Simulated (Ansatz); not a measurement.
Base system: CsCl in the CsCl type structure (space group Pm-3m, No. 221).

```
CELL_PARAMETERS angstrom
      4.14031     0.00000     0.00000
      0.00000     4.14031     0.00000
      0.00000     0.00000     4.14031
ATOMIC_POSITIONS crystal
  Cs 0.00000 0.00000 0.00000
  Cl 0.50000 0.50000 0.50000
```

Level of theory: r2SCAN in Ansatz (plane waves to 500 eV, PAW, no spin-orbit coupling).

For the base:

```
Property                        Result
-----------------------------  -------
Band gap                       5.91 eV
Shortest interatomic distance  3.586 Å
```

It is then changed as follows: a negative pressure, −1 GPa.

Task: Predict the new band gap.

Result: The band gap falls by 0.21 eV to 5.70 eV.

Task: What does the calculation give for the shortest interatomic distance after the change?

Result: The shortest interatomic distance grows by 0.0777 Å (3.586 Å → 3.663 Å).

Load acts through the strain it causes; cell and atoms are relaxed under it. No phonon test of stability was made.

Ansatz is a program for electronic structure.
